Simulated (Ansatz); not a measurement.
We consider CuI (Cmcm, No. 63, 4 atoms in the cell; start mp-1007922; a measured phase of this formula has another space group), described by LDA in Ansatz (PAW).

Numerical settings: plane-wave cutoff 520 eV, 6×6×8 k mesh (along the axes of the cell as run), Fermi–Dirac smearing 0.01 eV, no spin polarisation, scalar-relativistic PAW data made under PBE.

Cell (relaxed at this level):

```yaml
crystal:
  lattice:
    - [3.33533, -3.47002, 0.00000]
    - [3.33533, 3.47002, 0.00000]
    - [0.00000, 0.00000, 4.25456]
  atoms:
    - { symbol: Cu, position: [0.41486, 0.58514, 0.75000] }
    - { symbol: Cu, position: [0.58514, 0.41486, 0.25000] }
    - { symbol: I, position: [0.78385, 0.21615, 0.75000] }
    - { symbol: I, position: [0.21615, 0.78385, 0.25000] }
```

Task: What does this level give for the band gap?

Result: 
band gap: 0.83 eV (on the SCF k mesh)

Note: the relaxation could not lower the start's symmetry, so the cell can be a saddle point above a distorted one.

Spin–orbit coupling is not included; with these elements it can move the gap by several tenths of an eV or more.

It cost very roughly 2.3 core-minutes of CPU time.

A start named mp-… is a Materials Project structure, which need not be a measured phase.

Ansatz is a quantum-chemistry and plane-wave program.
